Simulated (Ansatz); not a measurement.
For Ga2O3 (model structure, started from the Bi2O3 type, P6₃mc, No. 186, 20 atoms in the cell), PBEsol (Ansatz, an electronic-structure program, plane waves, PAW) gives:

| Quantity | Result |
|---|---|
| lattice constant a | 7.075 Å |
| c axis length | 4.806 Å |
| cohesive energy | 4.81 eV/atom |
| band gap | 0.34 eV |

### Question
What does r²SCAN in Ansatz (PAW) give for the same quantities?

### Answer

- lattice constant a: 7.085 Å (rises by 0.1 %)
- lattice parameter c: 4.801 Å (drops by 0.1 %)
- cohesive energy: 4.50 eV/atom (shrinks by 0.31 eV/atom)
- band gap: 0.88 eV (grows by 0.54 eV)

Changes are worked out from the printed values.

Unless a cell is named, each level is at its own relaxed cell (PBEsol 10.42, r²SCAN 10.44 Å³/atom).

Levels without +SOC have no spin–orbit coupling; where heavier elements are present it shifts gaps, mostly down, and can invert bands. Density-functional gaps are differences of (generalised) Kohn–Sham levels.

Ansatz's density-functional and Hartree–Fock values are scalar-relativistic unless marked +SOC, with PAW data made under PBE.

A model structure was made by putting elements into a prototype or built by hand; it is no filed structure, need not be a known phase, and can be a saddle point held by its symmetry.
